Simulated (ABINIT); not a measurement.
A self-consistent single point of Ga3P (I4/mmm, 4 atoms in the cell) with ABINIT.

Level of theory: PBEsol, norm-conserving pseudopotentials (PseudoDojo nc-sr-04 PBEsol standard) (plane waves; ABINIT).

The change in words: lattice scaled by 0.98. Reference geometry:
```yaml
crystal:
  lattice:
    - [-1.88304, 1.88304, 5.19306]
    - [1.88304, -1.88304, 5.19306]
    - [1.88304, 1.88304, -5.19306]
  atoms:
    - { symbol: Ga, position: [0.75000, 0.25000, 0.50000] }
    - { symbol: Ga, position: [0.25000, 0.75000, 0.50000] }
    - { symbol: Ga, position: [0.50000, 0.50000, 0.00000] }
    - { symbol: P, position: [0.00000, 0.00000, 0.00000] }
```

Reference input (self-consistent single point, DFT, PBEsol, plane waves, norm-conserving pseudopotentials (PseudoDojo nc-sr-04 PBEsol standard)): pseudos = [Ga.upf, P.upf]; ecut = 40 Ha; ixc = -116133; occopt = 3; tsmear = 0.1 eV; ngkpt = 8 8 8; nshiftk = 1; shiftk = 0 0 0; potentials = PseudoDojo nc-sr-04 PBEsol standard; nband = 29; kptopt = 1; nstep = 100. This run's input differs from it in these lines:

```diff
@@ -3,7 +3,7 @@
 pseudos "Ga.upf, P.upf"
-acell 5.8360529287 5.8360529287 5.8360529287 Angstrom
+acell 5.7193318545 5.7193318545 5.7193318545 Angstrom
 rprim
-        -0.3226555727    0.3226555727    0.8898240067
-         0.3226555727   -0.3226555727    0.8898240067
-         0.3226555727    0.3226555727   -0.8898240067
+        -0.3226555211    0.3226555211    0.8898240441
+         0.3226555211   -0.3226555211    0.8898240441
+         0.3226555211    0.3226555211   -0.8898240441
 natom 4
@@ -13,5 +13,5 @@
 xcart
-        -0.0000000000    3.5584204331    4.9067305744
-         3.5584204331   -0.0000000000    4.9067305744
-         0.0000000000   -0.0000000000    9.8134611487
+        -0.0000000000    3.4872514575    4.8085961519
+         3.4872514575    0.0000000000    4.8085961519
+        -0.0000000000    0.0000000000    9.6171923037
          0.0000000000    0.0000000000    0.0000000000
```

Log, with long lists cut:

```
--- !BeginCycle
solver: {iscf: 7, nstep: 100, nline: 4, wfoptalg: 0, }
tolerances: {tolvrs: 1.00E-10, }
...

     iter   Etot(hartree)      deltaE(h)  residm     vres2
 ETOT  1  -232.14012328992    -2.321E+02 6.533E-01 6.042E+03
 ETOT  2  -235.41451764662    -3.274E+00 5.423E-01 1.044E+04
 ETOT  3  -235.88987339030    -4.754E-01 6.137E-02 1.119E+03
 ETOT  4  -235.92596148075    -3.609E-02 1.480E-02 5.886E+02
 ETOT  5  -235.95181553031    -2.585E-02 4.183E-03 1.249E+02
   [... 4 lines left out ...]
 ETOT 10  -235.95891903781    -5.269E-09 5.854E-04 6.672E-08
 ETOT 11  -235.95891903783    -1.498E-11 3.079E-04 6.128E-09
 ETOT 12  -235.95891903783    -7.958E-13 6.811E-04 2.486E-10
 ETOT 13  -235.95891903785    -2.001E-11 3.231E-04 7.647E-13
 At SCF step   13       vres2   =  7.65E-13 < tolvrs=  1.00E-10 =>converged.

 Cartesian components of stress tensor (hartree/bohr^3)
  sigma(1 1)= -9.12950012E-06  sigma(3 2)=  0.00000000E+00
  sigma(2 2)= -9.12950012E-06  sigma(3 1)=  0.00000000E+00
  sigma(3 3)= -7.13992444E-06  sigma(2 1)=  0.00000000E+00

 ----iterations are completed or convergence reached----

 reduced coordinates (array xred) for    4 atoms
       0.750000000000      0.250000000000      0.500000000000
       0.250000000000      0.750000000000      0.500000000000
       0.500000000000      0.500000000000      0.000000000000
       0.000000000000      0.000000000000      0.000000000000
 cartesian forces (eV/Angstrom) at end:
    1     -0.00000000000000     0.00000000000000    -0.00000000000000
   [... lines left out ...]
 Fermi (or HOMO) energy (hartree) =   0.23508   Average Vxc (hartree)=  -0.41815
 Fermi (or HOMO) energy (eV) =   6.39686   Average Vxc (eV)= -11.37835
   [... lines left out ...]
total_energy        : -2.35958919037846E+02
total_energy_eV     : -6.42076872112950E+03
band_energy         : -8.77804283400246E+00
...

-Cartesian components of stress tensor (GPa)         [Pressure=  2.4909E-01 GPa]
- sigma(1 1)= -2.68599122E-01  sigma(3 2)=  0.00000000E+00
- sigma(2 2)= -2.68599122E-01  sigma(3 1)=  0.00000000E+00
- sigma(3 3)= -2.10063794E-01  sigma(2 1)=  0.00000000E+00

 Calculation completed.
```

The run converged in 13 iterations. Against the reference run the free energy goes down by 11.7 meV/atom and the pressure goes from -3.56 to 0.25 GPa.

The starting cell comes from a database of computed structures (which also holds hypothetical and non-ambient phases and stackings), without a prior relaxation at this level. For this run, on top of that: lattice scaled by 0.98. The run gives no clean gap (levels at the Fermi energy touch, overlap or are partly filled at this smearing), which alone does not show that the compound is a metal.

Cost on one core of a shared machine: roughly 5 min.
